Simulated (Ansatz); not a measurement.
Start from Sc in the hcp (Mg type) structure (space group P6_3/mmc, No. 194; a = 3.3295 Å, c = 5.1919 Å).

Level of theory: r2SCAN in Ansatz (plane waves to 500 eV, PAW, without spin-orbit coupling).

For the base:

```
Property           Result
---------------  --------
Volume per atom  24.92 Å³
Band gap             zero
```

Perturbation: every Sc is replaced by Ca; the structure is relaxed again.

Q: Estimate the effect on the volume per atom.

A: The volume per atom grows by 18.49 Å³, from 24.92 Å³ to 43.41 Å³.

Q: What does the calculation give for the band gap after the change?

A: The band gap is still zero.

Stability against distortions was not tested. The final runs are not spin-polarised. This is not the structure that Ca has at room temperature and ambient pressure.

Ansatz is an electronic-structure program.
